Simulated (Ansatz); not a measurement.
The parent structure is ZrO$_{2}$ in the fluorite structure (space group Fm-3m, No. 225; a = 5.089 Å).

Levels (all Ansatz, a program for electronic structure, PAW, earlier PAW set): r2SCAN (500 eV, without spin-orbit coupling); HSE06 (420 eV, scalar-relativistic without spin-orbit coupling).

Its gap is 3.89 eV with r2SCAN and 4.98 eV with HSE06.

The change: cell and atoms relaxed at a pressure of 30 GPa.

With r2SCAN the gap becomes 4.17 eV.

**Question.** If the HSE06 correction stayed the same, what would the HSE06 gap be, and what does the HSE06 run give?

**Answer.** A rigid correction of +1.09 eV gives 5.26 eV. The HSE06 run gives 5.28 eV, so the two effects roughly add.

Single points use the geometry relaxed with r2SCAN. HSE06 gaps are upper bounds (no full band path). Load acts through the strain it causes; cell and atoms are relaxed under it. Whether these cells are dynamically stable was not tested. Competing high-pressure phases were not computed. This is not the structure that ZrO2 has at room temperature and ambient pressure.
